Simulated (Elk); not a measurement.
# A self-consistent single point of Mo (Im-3m, 1 atom in the cell) with Elk

Method of the run: LDA (PW92), all-electron FP-LAPW, Elk's shipped species files, APW+lo basis with extra local orbitals in Elk.

Input as run:

```
tasks
  0

rgkmax
  7.5

gmaxvr
  14.0

nxlo
  2

lorbcnd
  .true.

lmaxi
  3

swidth
  0.00367493

maxscl
  100

avec
   -2.9614370531    2.9614370531    2.9614370531
    2.9614370531   -2.9614370531    2.9614370531
    2.9614370531    2.9614370531   -2.9614370531

sppath
  './'

atoms
  1
  'Mo.in'
  1
  0.0000000000  0.0000000000  0.0000000000    0.0 0.0 0.0

ngridk
  9 9 9
```

Output (repeated stretches shortened):

```
│ Elk code version 10.2.4 │

All units are atomic (Hartree, Bohr, etc.)

│ Ground-state run starting from atomic densities │

Lattice vectors :
  -2.961437053       2.961437053       2.961437053
   2.961437053      -2.961437053       2.961437053
   2.961437053       2.961437053      -2.961437053

Unit cell volume      :    103.8885080
Brillouin zone volume :    2.387657868

Muffin-tin inner radius fraction :   0.1000000000E-01

Nuclei treated as point charges

Species :    1 (Mo)
 parameters loaded from : Mo.in
 name : molybdenum
 nuclear charge    :   -42.00000000
 electronic charge :    42.00000000
 atomic mass :    174887.9212
 muffin-tin radius :    2.539679720
 number of radial points in muffin-tin :    597
 atomic positions (lattice), magnetic fields (Cartesian) :
   1 :   0.00000000  0.00000000  0.00000000    0.00000000  0.00000000  0.00000000

Total number of atoms per unit cell :    1

Spin treatment :
 spin-unpolarised

Number of Bravais lattice symmetries :   48
Number of crystal symmetries         :   48
Crystal has inversion symmetry
Real symmetric eigensolver will be used

k-point grid :      9     9     9
k-point offset :    0.000000000       0.000000000       0.000000000
k-point set is reduced with full crystal symmetry group
Total number of k-points :       35

Muffin-tin radius times maximum |G+k| :    7.500000000
 using average radius
Maximum |G+k| for APW functions       :    2.953128279
Maximum (1/2)|G+k|²                   :    4.360483316
Maximum |G| for potential and density :    14.00000000
 potential will be trimmed for |G| > 2 gkmax
Constant for pseudocharge density :    9
Radial integration step length :    4

G-vector grid sizes :     24    24    24
Number of G-vectors :     4897

Maximum angular momentum used for
 APW functions                      :    8
 outer part of muffin-tin           :    6
 inner part of muffin-tin           :    3

Total nuclear charge    :   -42.00000000
Total core charge       :    28.00000000
Total valence charge    :    14.00000000
Total excess charge     :    0.000000000
Total electronic charge :    42.00000000

Effective Wigner radius, rₛ :   0.8389637634

Number of empty states         :    4
Total number of valence states :   11
Total number of core states    :   28

Conduction state local-orbitals added automatically
Total number of local-orbitals :   83

Exchange-correlation functional :      3     0     0
 Perdew-Wang/Ceperley-Alder, Phys. Rev. B 45, 13244 (1992)
 gradient requirement :    0
 local density approximation (LDA)

Smearing type :    3
 Fermi-Dirac
Smearing width :   0.3674930000E-02
Effective electronic temperature (K) :    1160.451112

Mixing type :    3
 Broyden mixing, J. Phys. A: Math. Gen. 17, L317 (1984)

Kohn-Sham potential initialised from atomic data

│ Self-consistent loop started │
│ Loop number : 1 │
 total energy                :     -4044.27426729
│ Loop number : 2 │
 total energy                :     -4044.38036932
RMS change in Kohn-Sham potential (target) :   0.8839059890E-01 (  0.1000000000E-05)
Absolute change in total energy (target)   :   0.1061020231     (  0.1000000000E-03)
│ Loop number : 3 │
 total energy                :     -4044.97614542
RMS change in Kohn-Sham potential (target) :   0.6960583388E-01 (  0.1000000000E-05)
Absolute change in total energy (target)   :   0.6223016093     (  0.1000000000E-03)
│ Loop number : 4 │
 total energy                :     -4045.12988819
RMS change in Kohn-Sham potential (target) :   0.6279157134E-01 (  0.1000000000E-05)
Absolute change in total energy (target)   :   0.3093181684     (  0.1000000000E-03)
│ Loop number : 5 │
 total energy                :     -4045.25994459
RMS change in Kohn-Sham potential (target) :   0.4773943861E-01 (  0.1000000000E-05)
Absolute change in total energy (target)   :   0.2073859441     (  0.1000000000E-03)
│ Loop number : 6 │
 total energy                :     -4045.38453962
RMS change in Kohn-Sham potential (target) :   0.1879496024E-01 (  0.1000000000E-05)
Absolute change in total energy (target)   :   0.1764415201     (  0.1000000000E-03)
│ Loop number : 7 │
 total energy                :     -4045.50636468
RMS change in Kohn-Sham potential (target) :   0.9802379433E-03 (  0.1000000000E-05)
Absolute change in total energy (target)   :   0.1659354342     (  0.1000000000E-03)
│ Loop number : 8 │
 total energy                :     -4045.44141803
RMS change in Kohn-Sham potential (target) :   0.1742276212E-03 (  0.1000000000E-05)
Absolute change in total energy (target)   :   0.2346278954E-01 (  0.1000000000E-03)
│ Loop number : 9 │
 total energy                :     -4045.43336512
RMS change in Kohn-Sham potential (target) :   0.1665367345E-03 (  0.1000000000E-05)
Absolute change in total energy (target)   :   0.1391860721E-01 (  0.1000000000E-03)
│ Loop number : 10 │
 total energy                :     -4045.43495873
RMS change in Kohn-Sham potential (target) :   0.4218670238E-04 (  0.1000000000E-05)
Absolute change in total energy (target)   :   0.1886040539E-02 (  0.1000000000E-03)
│ Loop number : 11 │
 total energy                :     -4045.43603627
RMS change in Kohn-Sham potential (target) :   0.4637988804E-05 (  0.1000000000E-05)
Absolute change in total energy (target)   :   0.6060312362E-03 (  0.1000000000E-03)
│ Loop number : 12 │
 total energy                :     -4045.43614491
RMS change in Kohn-Sham potential (target) :   0.1230950087E-05 (  0.1000000000E-05)
Absolute change in total energy (target)   :   0.2601455835E-03 (  0.1000000000E-03)
│ Loop number : 13 │
 total energy                :     -4045.43617706
RMS change in Kohn-Sham potential (target) :   0.2621490630E-06 (  0.1000000000E-05)
Absolute change in total energy (target)   :   0.9719008358E-04 (  0.1000000000E-03)
Convergence targets achieved

│ Loop number : 14 │

Energies :
 Fermi                       :     0.469614982256
 sum of eigenvalues          :     -2400.72731410
 electron kinetic            :      4192.80273546
 core electron kinetic       :      4095.43734096
 Coulomb                     :     -8118.53287810
 Coulomb potential           :     -6434.85593130
 nuclear-nuclear             :     -417.415212496
 electron-nuclear            :     -8967.37939990
 Hartree                     :      1266.26173430
 Madelung                    :     -4901.10491244
 xc potential                :     -158.674118259
 exchange                    :     -115.793011961
 correlation                 :     -3.91235732088
 electron entropic           :    -0.670048085110E-03
 total energy                :     -4045.43618196

Density of states at Fermi energy :    15.14997395
 (states/Hartree/unit cell)

Estimated indirect band gap :   0.8298652195E-02
 from k-point     28 to k-point     29
Estimated direct band gap   :   0.2045779555E-01
 at k-point     19

Charges :
 core                        :    28.00000000
 valence                     :    14.00000000
 interstitial                :    1.484960247
 muffin-tins (core leakage)
  species :    1 (Mo)
   atom    1                 :    40.51503975     (  0.4990006168E-06)
 total in muffin-tins        :    40.51503975
 total calculated charge     :    42.00372901
 total charge                :    42.00000000
 error                       :   0.3729014829E-02

│ Self-consistent loop stopped │
```

The run converged in 14 iterations. The count includes the last loop, which Elk runs after its targets are met.

The starting cell has typed, rounded lattice constants, without a prior relaxation at this level. Its lattice was rescaled by up to half a per cent. Spin polarisation is off. Values depend on the basis (sphere radii, cutoffs, local orbitals), which need not be converged. The log's line on a gap gives a spacing of levels on this mesh, which the program prints for metals too.
